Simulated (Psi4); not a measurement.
Psi4 1.11, TPSS/def2-svp: Hf(F)3(Cl)(NH3) ([NH3]->[Hf]([F])([F])([F])[Cl]), 9 atoms. The geometry is a generated start, not checked to be a minimum at this level.

```json
{
  "task": "energy",
  "method": "tpss",
  "basis": "def2-svp",
  "memory": "3 GB",
  "maxiter": "100",
  "keys_of_the_molecule_block": "symmetry c1",
  "scf_type": "df (default)",
  "guess": "auto, which took SAD (default)",
  "scf_initial_accelerator": "adiis (default)",
  "e_convergence": "1e-06 (default)",
  "d_convergence": "1e-06 (default)",
  "dft_radial_points": "75 (default)",
  "dft_spherical_points": "302 (default)",
  "effective_core_potentials": "those of the basis set, past Kr",
  "basis_functions": "121",
  "grid_points": "194523"
}
```

```xyz
9

Hf    -0.0782     0.6730     0.8089
F      1.7665     0.6791     0.5932
F     -0.2366     1.8692     2.2144
F     -1.0804     1.5697    -0.4719
Cl    -0.9931    -1.1292     1.8011
N      0.1284    -0.7547    -1.0229
H      0.4517    -1.6805    -0.7346
H      0.8068    -0.3635    -1.6803
H     -0.7652    -0.8631    -1.5079
```

Charge 0 and multiplicity 1 are set for this test and not shown to be the ground state.

One run each on 2 threads. Values of diis_max_vecs tried: 3, 6, 10 (default), 20.

Q: Predict the course of the SCF iterations along this series.

A: Fewest SCF iterations, within one of each other: 6 with 11, 10 (default) with 10, 20 with 10. The count rises to 16 at 3. All converge to one solution.

| diis_max_vecs | SCF iterations | end |
|---|---|---|
| 3 | 16 | same solution |
| 6 | 11 | same solution |
| 10 (default) | 10 | same solution |
| 20 | 10 | same solution |
